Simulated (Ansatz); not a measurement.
Ta2C (P-3m1), PBEsol, DFPT electron-phonon coupling, linearised Boltzmann equation (Ansatz, a program for electronic structure): phonon-limited resistivity 15.6 μΩ·cm at 300 K along x (a = (3.10, 0.00, 0.00) Å; b = (-1.55, 2.68, 0.00) Å; c = (0.00, 0.00, 4.92) Å), 22.1 μΩ·cm at 400 K.

Question: Estimate the electronic thermal conductivity at 300 K by the Wiedemann-Franz law (L₀ = 2.44×10⁻⁸ W·Ω/K²).

Answer: L₀T/ρ = 2.44×10⁻⁸ × 300/(15.6×10⁻⁸) = 46.9 W/(m·K). Inelastic scattering puts the true Lorenz number somewhat under L₀ near and below the Debye temperature.

Question: What is the classical skin depth at 100 GHz (nonmagnetic, μ₀ = 1.257×10⁻⁶ H/m)?

Answer: δ = √(ρ/(π f μ₀)) = 629 nm.

Question: What temperature coefficient of resistance follows, and how does it compare with 1/T?

Answer: (ρ₄₀₀ − ρ₃₀₀)/(100 K × ρ₃₀₀) = 4.17×10⁻³ K⁻¹, against 1/T = 3.33×10⁻³ K⁻¹ for a resistivity proportional to T. It lies higher because phonons are still being populated at 300 K; impurities would add a constant and lower it.

A metal at this level (no band gap). Only scattering by harmonic phonons is included (no impurities, grain boundaries, electron-electron scattering or thermal expansion). Spin-orbit coupling is left out, which matters with elements this heavy. Halving the electron mesh (32x32x16) moves the resistivity by up to 8 % at 300 K. Smearing 0.20 eV; phonons on a 5x5x3 q mesh, which this run doesn't test.

Formula and space group known from diffraction (Crystallography Open Database), not checked to be the room-temperature form: Ta2C (P-3m1).
